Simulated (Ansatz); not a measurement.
The starting structures come from a database of crystals and need not be the phases stable at ambient conditions.

 Where the default PAW files enter, the runs use the earlier of Ansatz's two default sets.

By PBEsol, the system below comes out a metal.

A figure of merit of an interconnect metal is its ballistic conductance per area.

Data:

```xyz
1
Lattice="4.0584 0.0000 0.0000 0.0000 4.0584 0.0000 2.0292 -2.0292 1.7106" Properties=species:S:1:pos:R:3 pbc="T T T"
Sn     0.0000     0.0000     0.0000
```

Space group of this cell: I4/mmm. The cell is strained (lengths along the current scaled by 1.03, ions clamped); by PBEsol its mean pressure is -3.2 GPa.

The current flows along the normal of the first two printed cell vectors, the (001) (indices of the unstrained crystal) plane of the conventional cell. No spin-orbit coupling; the value is a mean over 0.1 eV about the Fermi level.

Problem. Predict the ballistic conductance per area from PBEsol in Ansatz (a quantum-chemistry and plane-wave program).

Solution. 1.2 × 10¹⁵ S/m² for both spins.
